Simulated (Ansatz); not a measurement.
For L1₀ (CuAu-type) TiAl, PBEsol (PAW; Ansatz, a first-principles code) gives:

| Quantity | Result |
|---|---|
| lattice constant a | 2.795 Å |
| c axis length | 4.038 Å |
| bulk modulus | 120 GPa |
| cohesive energy | 5.23 eV/atom |
| elastic constant C44 | 120 GPa |
| polycrystal shear modulus | 71.8 GPa |
| formation enthalpy | -0.411 eV/atom |

**Question.** What does r²SCAN (PAW; Ansatz) give for the same quantities?

**Answer.** 
- lattice constant a: 2.812 Å (goes up by 0.6 %)
- lattice parameter c: 4.062 Å (increases by 0.6 %)
- bulk modulus: 121 GPa (is nearly the same)
- cohesive energy: 4.58 eV/atom (shrinks by 0.65 eV/atom)
- elastic constant C44: 124 GPa (rises by 3.3 %)
- Voigt–Reuss–Hill shear modulus: 78.0 GPa (rises by 8.6 %)
- formation enthalpy: -0.453 eV/atom (moves by -0.042 eV/atom)

For comparison: lattice constant a 2.826 Å (measured, temperature not stated, not corrected to a static lattice, P4/mmm two-atom cell, a_fct/√2; as tabulated in Zope and Mishin (2003), arXiv:cond-mat/0306298); lattice parameter c 4.077 Å (measured, temperature not stated, not corrected to a static lattice; as tabulated in Zope and Mishin (2003), arXiv:cond-mat/0306298); cohesive energy 4.51 eV/atom (measured, temperature not stated, no zero-point or thermal correction; as tabulated in Zope and Mishin (2003), arXiv:cond-mat/0306298); elastic constant C44 109 GPa (measured, 0 K, extrapolated to 0 K, Ti-56 at.% Al crystal; axes of the face-centred tetragonal cell; as tabulated in Qi et al. (2023), arXiv:2305.11825); formation enthalpy -0.38 eV/atom (measured, temperature not stated, not corrected to a static lattice; as tabulated in Zope and Mishin (2003), arXiv:cond-mat/0306298).

Changes are worked out from the printed values.

Unless a cell is named, each level is at its own relaxed cell (PBEsol 15.78, r²SCAN 16.06 Å³/atom).

The crystal itself was run without spin with PBEsol, r²SCAN; a magnetic state was not tried in these runs.

Ansatz's density-functional and Hartree–Fock values are scalar-relativistic unless marked +SOC, with PAW data made under PBE.
